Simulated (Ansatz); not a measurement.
Effect of Ca → Cs on Ca

Base system: Ca in the fcc (Cu type) structure (space group Fm-3m, No. 225; a = 5.5685 Å).

It is then changed as follows: Cs takes the place of Ca on all its sites, then cell and atoms are relaxed.

Computed with DFT with r2SCAN, PAW potentials and a 500 eV plane-wave cutoff in Ansatz (a quantum-chemistry and plane-wave program), without spin-orbit coupling. Settings: 10×10×10 k-points, 0.05 eV Fermi–Dirac smearing, for the changed cell.

The volume per atom increases by 81.476 Å³ to 124.64 Å³ and the density grows by 0.23 g/cm³ (1.54 g/cm³ → 1.77 g/cm³). The lattice parameter a increases by 2.361 Å, from 5.568 Å to 7.929 Å and the space group remains Fm-3m (No. 225). The band gap is still zero.

Final structure:

```
Cs
1.0
    0.00000     3.96472     3.96472
    3.96472     0.00000     3.96472
    3.96472     3.96472     0.00000
Cs
1
Cartesian
  0.00000   0.00000   0.00000
```

Cost of the whole job for the changed cell (relaxation, final SCF and bands): about 2.3 core-minutes (a rough figure).

No phonon test of stability was made. All final runs are without spin polarisation. This is not the structure that Cs has at room temperature and ambient pressure.
